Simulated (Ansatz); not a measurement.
The starting structures come from a database of crystals and need not be the phases stable at ambient conditions.

By PBEsol, the system below comes out a metal.

A figure of merit of an interconnect metal is its ballistic conductance per area.

Here is the system:

```yaml
crystal:
  lattice:
    - [4.01290, 0.00000, 0.00000]
    - [0.00000, 5.67510, 0.00000]
    - [0.00000, 2.83755, 2.83755]
  atoms:
    - { symbol: Cu, position: [0.00000, 0.00000, 0.00000] }
    - { symbol: Au, position: [0.00000, 0.50000, 0.00000] }
    - { symbol: Au, position: [0.50000, 0.00000, 0.50000] }
    - { symbol: Au, position: [0.50000, 0.50000, 0.50000] }
```

Space group of this cell: Pm-3m, Cu3Au type. The cell is taken as given; by PBEsol its mean pressure is -4.6 GPa.

The current flows along the normal of the first two printed cell vectors, the (110) plane of the conventional cell. No spin-orbit coupling; the value is a mean over 0.1 eV about the Fermi level.

Task: Compute, with Ansatz (a first-principles code) with PBEsol, the ballistic conductance per area.

Result: 0.72 × 10¹⁵ S/m² for both spins.
